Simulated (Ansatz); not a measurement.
The reference is CdSe in the zinc blende structure (space group F-43m, No. 216).

```
CELL_PARAMETERS angstrom
      0.00000     3.06666     3.06666
      3.06666     0.00000     3.06666
      3.06666     3.06666     0.00000
ATOMIC_POSITIONS crystal
  Se 0.75000 0.75000 0.75000
  Cd 0.00000 0.00000 0.00000
```

Cartesian axes are those of the cell as printed.

All numbers come from plane-wave PAW DFT at the r2SCAN level (Ansatz, a first-principles code, 500 eV), without spin-orbit coupling, earlier PAW set.

Perturbation: the cell is stretched by 0.70 % along z with no lateral relaxation, atoms relaxed at fixed cell.

Problem. Predict the stress tensor and what it implies for the stiffness.

Solution. Stress of the strained cell less that of the base (GPa, compression positive):
```
  -0.31    0.00    0.00
   0.00   -0.31    0.00
   0.00    0.00   -0.44
```

Then −Δσ_ii/ε with ε = 0.0070 gives relaxed-ion elastic constants: C33 ≈ 63 GPa, C13 ≈ 45 GPa and C23 ≈ 45 GPa.

Whether these cells are dynamically stable was not tested.
